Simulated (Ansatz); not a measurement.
**WC: response to strain**

Base system: WC (space group P-6m2, No. 187; a = 2.913 Å, c = 2.835 Å; relaxed with 0.1 eV smearing).

Strains are applied to the cell and any free atomic positions relax.

Calculations: Ansatz (a program for electronic structure) r2SCAN, no spin-orbit coupling.

Notes on the quantities. energy relative to the base: free energy F.

```tsv
isotropic strain (%)	energy relative to the base (meV/atom)
-3.88	202.0
-3.67	?
-0.89	9.6
0	0.0
1.75	34.3
```

Task: Fit ΔE = Aε² + Bε³ (ε in %) to the rows shown and predict the withheld row.

Result: Least squares on the printed values gives A = 11.9 and B = -0.39 meV/atom (largest residual 0.1 meV/atom); this predicts 179.6 meV/atom, and the run gives 179.5 meV/atom, in agreement.

Stability against distortions was not tested. The final runs are not spin-polarised.
